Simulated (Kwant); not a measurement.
Device: circular cavity between two wires in a CdTe two-dimensional gas. Effective mass 0.096 mₑ, grid spacing 17 nm, hard walls, nominal width 200 nm (11 grid rows, so walls 204 nm apart), one parabolic valley, scattering region 1500 nm long along x; energies count from the band bottom; Fermi energy swept from 7.834e-05 to 0.0011751 eV. Cavity of radius 320 nm, straight part 0 nm, centre moved sideways by 0 nm.

The device is made up for the run: typed textbook-type constants, with dimensions and the other settings drawn at random.

Model: effective-mass tight-binding model on a square grid, one spin, coherent transport at 0 K (Kwant). Conductance is in e²/h.

### Question
How many channels do the leads carry at E = 0.493, 0.576 meV?

### Answer
The hard-wall thresholds are n² ħ²π²/(2mW²) = n² × 0.0941 meV with W = 204 nm. √(0.493/0.0941) = 2.29, so 2. √(0.576/0.0941) = 2.47, so 2.
